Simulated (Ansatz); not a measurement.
A self-consistent single point of LaH3 (I4mm, 4 atoms in the cell) with Ansatz (an electronic-structure program).

Method of the run: LDA (PW92), harder PAW files (source: ansatz) made with PBE (plane waves; Ansatz).

```
LaH3
1.0
   -1.86769     1.86769     3.04058
    1.86769    -1.86769     3.04058
    1.86769     1.86769    -3.04058
La H
1 3
Direct
  0.00822   0.00822   0.00000
  0.75000   0.25000   0.50000
  0.25000   0.75000   0.50000
  0.50000   0.50000   0.00000
```

Reference input (self-consistent single point, DFT, LDA (PW92), plane waves, default PAW files made with PBE): basis.ecutwfc = 420 eV; kpoints.mp_grid.grid = 9 9 9; hamiltonian.xc = lda; hamiltonian.pseudopotentials = {kind: paw} (the program's default PAW files); scf.occupations.method = fermi_dirac; scf.occupations.width = 0.02 eV. This run's input differs from it in these lines:

Ansatz 0.2 input:
```diff
@@ -11,3 +11,3 @@
 basis:
-  ecutwfc: 420.0
+  ecutwfc: 1200.0
 kpoints:
@@ -19,2 +19,3 @@
     kind: paw
+    source: ansatz
 scf:
```

Log, with long lists cut:

```
SCF iter   1: F=—  HF=-6149.631180 eV  |F-HF|=—  |Δ(HF+E_count)|=         —  Δρ=5.51e-2  dr2=1.20e0  ethr=3.10e-3  ⟨swp⟩=5.6  Hψ=5133  notcnv=0
all-band conjugate gradients solve this SCF's bands
preconditioner: auto → none
SCF iter   2: F=—  HF=-6149.243631 eV  |F-HF|=—  |Δ(HF+E_count)|=   3.88e-1  Δρ=1.36e-2  dr2=6.82e-2  ethr=3.10e-3  ⟨swp⟩=2.5  Hψ=1998  notcnv=0
SCF iter   3: F=—  HF=-6149.215032 eV  |F-HF|=—  |Δ(HF+E_count)|=   2.86e-2  Δρ=4.05e-3  dr2=7.04e-3  ethr=4.87e-4  ⟨swp⟩=5.1  Hψ=2104  notcnv=0
SCF iter   4: F=—  HF=-6149.213305 eV  |F-HF|=—  |Δ(HF+E_count)|=   1.73e-3  Δρ=9.57e-4  dr2=1.54e-4  ethr=5.03e-5  ⟨swp⟩=3.0  Hψ=1586  notcnv=0
SCF iter   5: F=—  HF=-6149.213312 eV  |F-HF|=—  |Δ(HF+E_count)|=   6.88e-6  Δρ=2.04e-4  dr2=1.46e-5  ethr=1.10e-6  ⟨swp⟩=2.8  Hψ=1159  notcnv=0
SCF iter   6: F=—  HF=-6149.213338 eV  |F-HF|=—  |Δ(HF+E_count)|=   2.63e-5  Δρ=2.52e-5  dr2=1.05e-7  ethr=1.04e-7  ⟨swp⟩=2.8  Hψ=1322  notcnv=0
SCF iter   7: F=-6149.213338 eV  HF=-6149.213338 eV  |F-HF|=1.11e-8  |Δ(HF+E_count)|=   3.68e-8  Δρ=4.79e-6  dr2=1.41e-8  ethr=7.14e-10  ⟨swp⟩=7.3  Hψ=4613  notcnv=0
SCF 1 converged in 7 iterations: F = -6149.213338 eV  dr2 = 1.41e-8
Free energy (F): -6149.213338 eV
Internal energy: -6149.213336 eV  (E = F + TS)
E sigma→0 (E₀):  -6149.213337 eV
Entropy (-TS):   -0.000002 eV (-0.001 meV/atom)
Fermi energy:    10.172016 eV
--- Forces (eV/Å), atoms counted from 1 ---
  atom   1  La     0.00000000     0.00000000    -0.15205983
  atom   2  H      0.00000000    -0.00000000     0.09325683
  atom   3  H     -0.00000000     0.00000000     0.09325683
  atom   4  H      0.00000000    -0.00000000    -0.03447303
--- Stress (GPa, compression-positive) ---
       -2.653769       0.000000      -0.000000
        0.000000      -2.653769       0.000000
       -0.000000       0.000000      -3.805930
  P = ⅓ Tr σ = -3.0378 GPa (-30.378 kbar)
  The stress holds the Pulay correction. Without it, at fixed plane waves, as pw.x and ABINIT print it: P = -3.0428 GPa
```

The run converged in 7 iterations. Against the reference run the pressure moves little (-3.10 to -3.04 GPa), the largest force stays at 0.152 eV/Å and the gap on the mesh stays at 0.280 eV.

The starting cell comes from a database of computed structures (which also holds hypothetical and non-ambient phases and stackings), without a prior relaxation at this level. Its lattice was rescaled by up to half a per cent. One atom was moved a little off its site on purpose. Ansatz's pressure includes its estimate of the finite-basis (Pulay) stress.
